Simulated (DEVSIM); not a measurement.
Structure: TaN/Al2O3/n-Si capacitor, at 250 K.

```
layer (left to right)  material  thickness (nm)  Nd (cm⁻³)
---------------------  --------  --------------  ---------
1                         Al2O3            2.50          -
2                            Si            3600     2.6e16
```

Metal gate on the left, work function 4.4 eV. Fixed charge at the semiconductor interface 9.3e10 cm⁻² (in units of +e); interface traps 2.2e12 cm⁻² eV⁻¹, uniform in energy, neutral level at 0.3 of the gap above the valence band.

This is a model device: material constants are rounded textbook-type values typed into the input, and sizes, dopings and lifetimes were drawn at random. Values at 300 K; Nc and Nv go as T^1.5, mobilities as T to minus their exponent, the gap by Varshni's rule with the affinity fixed.

| parameter | Al2O3 | Si |
|---|---|---|
| gap (eV) | 6.8 | 1.124 |
| affinity (eV) | 1.35 | 4.05 |
| permittivity | 9 | 11.7 |
| Nc (cm⁻³) | - | 2.86e19 |
| Nv (cm⁻³) | - | 3.1e19 |
| Varshni α (eV/K) | - | 0.000473 |
| Varshni β (K) | - | 636 |

Model (solved in DEVSIM): 1D Poisson equation in equilibrium, Boltzmann statistics, complete ionisation; no quantum confinement or tunnelling. Metal contacts follow the ideal Schottky-Mott rule: no Fermi-level pinning, no interface dipoles.

The interface trap density was swept, all else fixed.

| interface trap density (cm^-2 eV^-1) | minimum of the low-frequency capacitance (μF/cm²) | flat-band voltage (V) | threshold voltage (band bending 2φF) (V) |
|---|---|---|---|
| 0 | 0.0546 | 0.20 | -0.67 |
| 1e10 | 0.0562 | 0.20 | -0.67 |
| 1e11 | 0.0700 | 0.20 | -0.67 |
| 3e11 | ? | 0.21 | -0.67 |
| 1e12 | 0.202 | 0.23 | -0.68 |
| 2e12 | 0.336 | 0.27 | -0.69 |
| 2.2e12 | 0.361 | 0.27 | -0.69 |

Complete the blanks.


- 3e11, minimum of the low-frequency capacitance (μF/cm²): 0.100
